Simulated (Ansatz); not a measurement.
Start from ZnCu2SnS4 (space group I-4, No. 82; a = 5.468 Å, c = 10.935 Å). Axes: x, y, z lie along a, b, c of the conventional cell.

Method: Kohn–Sham DFT with the PBE functional, run in Ansatz (a quantum-chemistry and plane-wave program) with PAW and 420 eV plane waves, no spin-orbit coupling.

For the base:

Pressure: 0.0 GPa
Shortest interatomic distance: 2.317 Å

Now apply this change: biaxial strain −3.00 %, plane normal [001], relaxed out of plane (Cartesian); in-plane vectors clamped, the third vector and the atoms free.

Task: Estimate the effect on the energy relative to the base, pressure and shortest interatomic distance.

Result: The energy rises by 9.6 meV/atom; the pressure (mean of the normal stresses, compression positive) goes from zero to 1.7 GPa; the shortest interatomic distance decreases by 0.019 Å (2.317 Å → 2.298 Å).

Whether these cells are dynamically stable was not tested. The final runs are not spin-polarised. Gaps under 0.05 eV, about the width of the smearing, are given as zero.
